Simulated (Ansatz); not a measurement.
Base system: GaP in the zinc blende structure (space group F-43m, No. 216; a = 5.4513 Å). Axes: x, y, z lie along the cube axes.

Method: r2SCAN in Ansatz (plane waves to 500 eV, PAW, without spin-orbit coupling).

Strains are applied to the cell and any free atomic positions relax; under biaxial strain the out-of-plane vector relaxes too.

One change was made to it. Results:

```tsv
quantity	base	after
pressure (mean of the normal stresses, compression positive)	0.00 GPa	-2.73 GPa
hole mass	–	0.11 mₑ out of plane, 0.36 mₑ in plane (at Γ)
smallest direct gap	2.36 eV	1.85 eV
shortest interatomic distance	2.360 Å	2.388 Å
```

Task: What was done to the base?
A) biaxial strain +2.50 %, plane normal [001], relaxed out of plane
B) biaxial strain +1.00 %, plane normal [001], relaxed out of plane
C) biaxial strain +2.00 %, plane normal [001], relaxed out of plane
D) biaxial strain +3.00 %, plane normal [001], relaxed out of plane

Result: D, biaxial strain +3.00 %, plane normal [001], relaxed out of plane. For comparison, the pressure in the other runs: biaxial strain +2.00 %, plane normal [001], relaxed out of plane gives -1.89 GPa; biaxial strain +2.50 %, plane normal [001], relaxed out of plane gives -2.32 GPa; biaxial strain +1.00 %, plane normal [001], relaxed out of plane gives -0.98 GPa.

Masses are band curvatures over ±0.01 Å⁻¹ around the edge. No phonon test of stability was made.

Ansatz is a program for electronic structure.
